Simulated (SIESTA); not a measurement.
# Input and output of a self-consistent single point for NiAl (Pm-3m, 2 atoms in the cell) (SIESTA)

Method of the run: GGA PBE, numerical atomic orbitals TZP, PseudoDojo PBE standard norm-conserving potentials (rewritten from UPF to PSML) (SIESTA).

This input was run:

```
# files in the folder: Al.psml Ni.psml (PseudoDojo PBE standard)
SystemName  NiAl
SystemLabel siesta

NumberOfAtoms                2
NumberOfSpecies              2
%block ChemicalSpeciesLabel
  1 13 Al
  2 28 Ni
%endblock ChemicalSpeciesLabel
LatticeConstant              2.890000 Ang
%block LatticeVectors
     1.000000000    0.000000000    0.000000000
     0.000000000    1.000000000    0.000000000
     0.000000000    0.000000000    1.000000000
%endblock LatticeVectors
AtomicCoordinatesFormat      Ang
%block AtomicCoordinatesAndAtomicSpecies
     1.445000000    1.445000000    1.445000000  1
     0.000000000    0.000000000    0.000000000  2
%endblock AtomicCoordinatesAndAtomicSpecies

XC.functional                GGA
XC.authors                   PBE
PAO.BasisSize                TZP
PAO.EnergyShift              0.01 Ry
MeshCutoff                   350 Ry
%block kgrid.MonkhorstPack
    9   0   0  0.0
    0   9   0  0.0
    0   0   9  0.0
%endblock kgrid.MonkhorstPack
OccupationFunction           FD
ElectronicTemperature        100.0 meV

MaxSCFIterations             150
SCF.Mixer.Method             Broyden
SCF.Mixer.Weight             0.2
SCF.Mixer.History            8
SCF.DM.Tolerance             1.0E-05
Diag.ParallelOverK           true
WriteForces                  true
```

Output, abridged:

```
reinit: Reading from file input.fdf

reinit: System Name: NiAl
reinit: System Label: siesta

coor:   Atomic-coordinates input format  =     Cartesian coordinates
coor:                                          (in Angstroms)

siesta: Atomic coordinates (Bohr) and species
siesta:      2.73065   2.73065   2.73065  1        1
siesta:      0.00000   0.00000   0.00000  2        2

siesta: System type = bulk

initatomlists: Number of atoms, orbitals, and projectors:      2    42    36

siesta: ******************** Simulation parameters ****************************
redata: Spin configuration                          = none
redata: Time-Reversal Symmetry                      = T
redata: Number of Atomic Species                    =        2
redata: Mesh Cutoff                                 =   350.0000 Ry
redata: Net charge of the system                    =     0.0000 |e|
redata: Min. number of SCF Iter                     =        0
redata: Max. number of SCF Iter                     =      150
redata: SCF convergence failure will abort job
redata: SCF mix quantity                            = Hamiltonian
redata: Mix DM or H after convergence               =   F
redata: Recompute H after scf cycle                 =   F
redata: Mix DM in first SCF step                    =   T
redata: No kicks to SCF
redata: DM Mixing Weight for Kicks                  =     0.5000
redata: Require Harris convergence for SCF          =   F
redata: Harris energy tolerance for SCF             =     0.000100 eV
redata: Require DM convergence for SCF              =   T
redata: DM tolerance for SCF                        =     0.000010
redata: Require EDM convergence for SCF             =   F
redata: EDM tolerance for SCF                       =     0.001000 eV
redata: Require H convergence for SCF               =   T
redata: Hamiltonian tolerance for SCF               =     0.001000 eV
redata: Require (free) Energy convergence for SCF   =   F
redata: (free) Energy tolerance for SCF             =     0.000100 eV
redata: Using DFT-D3 dispersion                     =   F
redata: Using Saved Data (generic)                  =   F
redata: Method of Calculation                       = Diagonalization
redata: Electronic Temperature                      =  1160.4518 K
redata: Number of TDED substeps                     =        3
redata: Dynamics option                             = Single-point calculation
redata: Save all siesta data in one NC              =   F
redata: ***********************************************************************

%block SCF.Mixers
  Broyden
%endblock SCF.Mixers

%block SCF.Mixer.Broyden
  # Mixing method
  method broyden

  # Mixing options
  weight 0.2000
  weight.linear 0.2000
  weight.prime 0.2000
  history 8
%endblock SCF.Mixer.Broyden

DM_history_depth set to one: no extrapolation allowed by default for geometry relaxation
Size of DM history Fstack: 1
Total number of electrons:    21.000000
Total ionic charge:    21.000000

* ProcessorY, Blocksize:    1  43

* Orbital distribution balance (max,min):    42    42

 Kpoints in:          405 . Kpoints trimmed:          365

siesta: k-grid: Number of k-points = 365
siesta: k-points from Monkhorst-Pack grid
siesta: k-cutoff (effective) =    13.005 Ang
siesta: k-point supercell and displacements
siesta: k-grid:     9     0     0      0.000
siesta: k-grid:     0     9     0      0.000
siesta: k-grid:     0     0     9      0.000

diag: Algorithm                                     = D&C
diag: Parallel over k                               =   F
diag: Use parallel 2D distribution                  =   F
diag: Parallel block-size                           = 43
diag: Parallel distribution                         =     1 x     1
diag: Used triangular part                          = Lower
diag: Absolute tolerance                            =  0.100E-15
diag: Orthogonalization factor                      =  0.100E-05
diag: Memory factor                                 =  1.0000

superc: Internal auxiliary supercell:     7 x     7 x     7  =     343
superc: Number of atoms, orbitals, and projectors:    686  14406  12348

                        Single-point calculation

superc: Internal auxiliary supercell:     7 x     7 x     7  =     343
superc: Number of atoms, orbitals, and projectors:    686  14406  12348

outcell: Unit cell vectors (Ang):
        2.890000    0.000000    0.000000
        0.000000    2.890000    0.000000
        0.000000    0.000000    2.890000

outcell: Cell vector modules (Ang)   :    2.890000    2.890000    2.890000
outcell: Cell angles (23,13,12) (deg):     90.0000     90.0000     90.0000
outcell: Cell volume (Ang**3)        :     24.1376
new_DM -- step:     1
Initializing Density Matrix...

Attempting to read DM from file... Failed...
DM filled with atomic data:

InitMesh: MESH = 36 x 36 x 36 = 46656
InitMesh: Mesh cutoff (required, used) =   350.000   428.856 Ry

stepf: Fermi-Dirac step function

        iscf     Eharris(eV)        E_KS(eV)     FreeEng(eV)     dDmax    Ef(eV) dHmax(eV)
   scf:    1    -4572.915838    -4612.651889    -4612.724953  1.910765 -2.188121 27.801616
   scf:    2    -4621.989356    -4628.050179    -4628.077093  1.044880 -5.151913  6.368299
   scf:    3    -4629.408105    -4629.065187    -4629.093068  0.140938 -4.687949  0.601949
   scf:    4    -4628.766558    -4628.991898    -4629.022841  0.035610 -4.459030  2.154574
   scf:    5    -4629.085679    -4629.090772    -4629.120006  0.060153 -4.662015  0.236887
   scf:    6    -4629.092749    -4629.091986    -4629.121312  0.003794 -4.651098  0.094252
   [... 4 lines left out ...]
   scf:   11    -4629.092189    -4629.092193    -4629.121576  0.000155 -4.645262  0.000270
   scf:   12    -4629.092193    -4629.092193    -4629.121576  0.000017 -4.645283  0.000242
   scf:   13    -4629.092193    -4629.092193    -4629.121576  0.000015 -4.645294  0.000198
   scf:   14    -4629.092193    -4629.092193    -4629.121576  0.000013 -4.645301  0.000154
   scf:   15    -4629.092193    -4629.092193    -4629.121576  0.000010 -4.645307  0.000120

SCF Convergence by DM+H criterion
max |DM_out - DM_in|         :     0.0000098381
max |H_out - H_in|      (eV) :     0.0001195084
SCF cycle converged after 15 iterations

Using DM_out to compute the final energy and forces

siesta: E_KS(eV) =            -4629.0922

siesta: E_KS - E_eggbox =     -4629.0922

siesta: Atomic forces (eV/Ang):
     1    0.000000    0.000000    0.000000
     2   -0.000000   -0.000000   -0.000000
   Tot   -0.000000   -0.000000    0.000000
   Max    0.000000
   Res    0.000000    sqrt( Sum f_i^2 / 3N )
   Max    0.000000    constrained

Stress tensor Voigt[x,y,z,yz,xz,xy] (kbar):       11.61       11.61       11.61        0.00       -0.00       -0.00
(Free)E + p*V (eV/cell)    -4629.2965
Target enthalpy (eV/cell)    -4629.1216

siesta: Program's energy decomposition (eV):
siesta: Ebs     =      -727.274790
siesta: Eions   =      5931.900684
siesta: Ena     =       417.977448
siesta: Ekin    =      2181.496322
siesta: Enl     =      -713.684236
siesta: Eso     =         0.000000
siesta: Edftu   =         0.000000
siesta: DEna    =        31.116102
siesta: DUscf   =         0.731730
siesta: DUext   =         0.000000
siesta: Ex      =      -580.218570
siesta: Ec      =       -34.610306
siesta: Exc     =      -614.828875
siesta: Eharris =     -4629.092193
siesta: Etot    =     -4629.092193
siesta: FreeEng =     -4629.121576

siesta: Stress tensor (static) (eV/Ang**3):
siesta:     0.007246    0.000000   -0.000000
siesta:    -0.000000    0.007246   -0.000000
siesta:    -0.000000    0.000000    0.007246

siesta: Cell volume =         24.137569 Ang**3

siesta: Pressure (static):
siesta:                Solid            Molecule  Units
siesta:          -0.00007891         -0.00007891  Ry/Bohr**3
siesta:          -0.00724551         -0.00724551  eV/Ang**3
siesta:         -11.60859061        -11.60859061  kBar
```

The run converged in 15 iterations.

The starting cell has typed, rounded lattice constants, without a prior relaxation at this level. Spin polarisation is off. Values carry the incompleteness of an atom-centred basis.

Cost on one core of a shared machine: roughly 2 min.
